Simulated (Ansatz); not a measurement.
# alpha cristobalite (1 0 1) on corundum (0 0 1), 2 anions of the cut taken off so that formal charges cancel (film strained to the substrate, faces as cut)

A periodic stack without vacuum, alpha cristobalite (1 0 1) on corundum (0 0 1), 2 anions of the cut taken off so that formal charges cancel (film strained to the substrate, faces as cut): substrate slab Al24O36, film O16Si8, surface cells [[-1, 1], [-1, -1]] and [[0, 1], [-1, 0]], film strained by -5.4 and -4.6 %, faces Al/Al and O/O as cut (like faces can put a slab off its formula).

The start was prepared with a machine-learned potential, and the result is one local minimum, with the in-plane cell held and forces under 0.04 eV/Å; the film can end far from its bulk form.

Computed with PBE (plane waves to 420 eV, PAW; Ansatz, a first-principles code). Spin–orbit coupling is left out; the runs are not spin-polarised; PBE gaps are too small against experiment. Its k-point mesh 3×5×1, Fermi–Dirac width 0.05 eV.

interface area: 40.1 Å²
period: 23.84 Å
gaps between the outermost planes at the two interfaces: 1.79 and 0.21 Å
Al–O contacts across the interfaces within 1.22 times the sum of covalent radii: 2, mean 1.77 Å
O–Si contacts across the interfaces within 1.22 times the sum of covalent radii: 1, mean 1.58 Å

```xyz
84
Lattice="8.3280 0.0004 -0.1288 0.0001 4.8087 0.0219 -3.4940 2.3145 23.9071" Properties=species:S:1:pos:R:3 pbc="T T T"
Al     3.7579     2.5245     2.7660
Al    -0.1575     4.9589     2.4738
Al     2.5174     4.9427     0.9079
Al     6.5433     2.4997     1.0069
Al     5.1331     4.9772     2.3964
Al     1.0901     2.5357     2.4102
Al     2.3271     4.8165     4.6303
Al     6.6474     2.0489     4.7144
O      1.0587     0.9749     1.4469
O      6.0368     2.6810    -0.6688
O      3.8527     1.0489     1.5970
O     -0.3094     3.3570     1.5946
O      3.8802     4.0564     3.8691
O     -0.2672     1.6273     3.7547
O      5.3401     3.2550     2.0674
O      2.3054     1.7113     3.7664
O      5.2952     1.2309     3.8507
O      0.9448     3.9465     3.7333
O      6.6245     0.7971     1.5587
O      2.5288     3.3335     1.6424
Al     2.3767     4.7625     7.3611
Al     6.5562     2.3324     7.3701
Al     4.9893     4.7308     5.2599
Al     1.0202     2.3754     5.0973
Al     3.7457     2.3660     6.8346
Al    -0.3580     4.7060     6.9237
Al     5.1949     4.7374     9.0489
Al     1.0282     2.3199     9.0867
O      3.5924     0.7228     5.9910
O     -0.5208     3.0524     5.9375
O      2.3687     3.3126     5.9684
O      6.5379     0.7216     5.9410
O      2.5092     1.6219     8.1542
O      6.6808     3.9913     8.1125
O      5.0539     1.5901     8.1034
O      0.9012     3.9834     8.1717
O      3.8159     3.8226     8.1162
O     -0.3597     1.3919     8.1819
O      1.0825     0.6971     5.9589
O      5.3123     3.0257     5.8766
Al     5.2777     4.7207    11.6664
Al     1.0340     2.3144    11.7182
Al     3.8078     2.3258     9.4906
Al    -0.3506     4.7263     9.6323
Al     2.4194     4.7216    11.4302
Al    -1.6730     2.3165    11.5119
Al     3.8522     2.3205    12.5618
Al    -0.2760     4.7025    13.1826
O      6.4829     5.4820    10.2905
O      2.3584     3.0767    10.3684
O      5.2059     3.2285    10.3326
O      1.0706     5.6462    10.3667
O      1.1497     3.9154    12.5262
O      5.3505     1.5080    12.5058
O      3.8272     4.0240    12.5298
O     -0.3473     1.5442    12.5585
O      2.4003     1.4329    12.5359
O     -1.6989     3.8480    12.5891
O      3.9172     5.4842    10.3619
O     -0.2386     3.0383    10.3775
O     -0.1857     4.6985    14.9670
Si     5.0637     5.1402    17.7553
Si     0.9385     2.0081    17.2611
Si     3.2953     2.7834    17.4083
Si    -0.5649     4.4727    16.4601
O     -2.1090     4.8737    16.8092
O      3.6834     4.3321    17.3421
O      2.0328     2.4882    18.6137
O      4.6050     6.7150    17.6938
O      0.4688     5.3079    17.4909
O      5.4803     4.7352    19.2364
O     -0.3373     2.9443    17.0653
O      2.2292     2.2937    16.2691
Si     3.1032     5.0590    21.7636
Si    -0.8928     6.6876    21.5970
Si     1.9091     2.6521    20.3743
Si     5.8829     4.2627    20.7461
O      4.6386     4.5445    21.7314
O      2.2165     4.1994    20.6472
O     -0.7165     7.1420    23.0931
O      3.0588     6.5572    21.0582
O     -1.1486     5.0885    21.3759
O      6.2133     2.6783    20.6857
O      0.4165     2.1797    20.6110
```
